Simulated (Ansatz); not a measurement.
Structures of equal composition on the (000-1) surface of 4H silicon carbide (C plane on top): (√3x√3)R30° Ga adatom at H3; (√3x√3)R30° Ga adatom at T4. The slabs share one bottom face, and each structure is named by its start. These are constructed structures in small cells; real faces may alloy, dewet or reconstruct in larger ones, and not all known structures of the face are among them. Slabs of about 11 Å with all that they carry, Fermi-Dirac smearing of 0.025 eV. Bottom of the slabs: H caps. Relaxed from the named starts with such symmetry as they have, on meshes of like density; energies extrapolated to zero smearing; no spin-orbit coupling, no U. Spin-polarised runs, if any, are marked in brackets, and their order is one that fits the cell; the others ran without spin. Where a second, spin-polarised start was run, the lower counts.

Host crystal: 4H silicon carbide, with a band gap (PBE, scalar-relativistic without spin-orbit coupling).

The numbers are results of PBE (plane waves to 420 eV, PAW; Ansatz, a quantum-chemistry and plane-wave program), not measurements.

**Question.** Order them by energy per 1x1 cell (lowest first) at the level PBE.

**Answer.** (√3x√3)R30° Ga adatom at H3 (0.000 eV, gap 1.08 eV on the mesh), (√3x√3)R30° Ga adatom at T4 (0.167 eV, gap 0.73 eV on the mesh)
